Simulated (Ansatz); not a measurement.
**What x(Sr) = 0.75, 8 atoms, C2/m does to MgO**

Base system: MgO in the rock salt structure (space group Fm-3m, No. 225; a = 4.254 Å).

The other end (x = 1) is SrO in the rock salt structure (space group Fm-3m, No. 225): 17.53 Å³/atom, gap 3.33 eV.

The change: Sr replaces 75.0 % of the Mg, ordered in a cell of 8 atoms (starting symmetry C2/m) and fully relaxed.

Level of theory: PBE/PAW in Ansatz (a program for electronic structure), without spin-orbit coupling, earlier PAW set. Settings: 10×10×6 k-points, 0.05 eV Fermi–Dirac smearing, for the changed cell.

The volume per atom goes up by 5.97 Å³, from 9.63 Å³ to 15.60 Å³ and the density grows by 1.197 g/cm³ (3.48 g/cm³ → 4.67 g/cm³). The shortest interatomic distance grows by 0.2295 Å, from 2.127 Å to 2.357 Å and the band gap falls by 1.07 eV, from 4.46 eV to 3.39 eV. The gap character (in this cell's own zone, which can be folded) is still direct at Γ and the valence-band top at Γ (three highest levels, from the VBM) changes from 0.00, 0.00, 0.00 eV to 0.00, -0.01, -0.07 eV. The mixing energy amounts to +152 meV/atom and the deviation of the volume from the linear (Vegard-type) interpolation comes out as +0.3 %. The bowing parameter b of this ordering, from Eg = [1−x] Eg[0] + x Eg[1] − b x [1−x], amounts to 1.2 eV and the mean first-shell distances amounts to Mg–O 2.367 Å (end compound 2.127 Å), Sr–O 2.547 Å (end compound 2.598 Å).

These are small ordered cells, not random alloys; other orderings at the same x differ. Stability against distortions was not tested. Labels are those of the standard path for the cell's own space group.
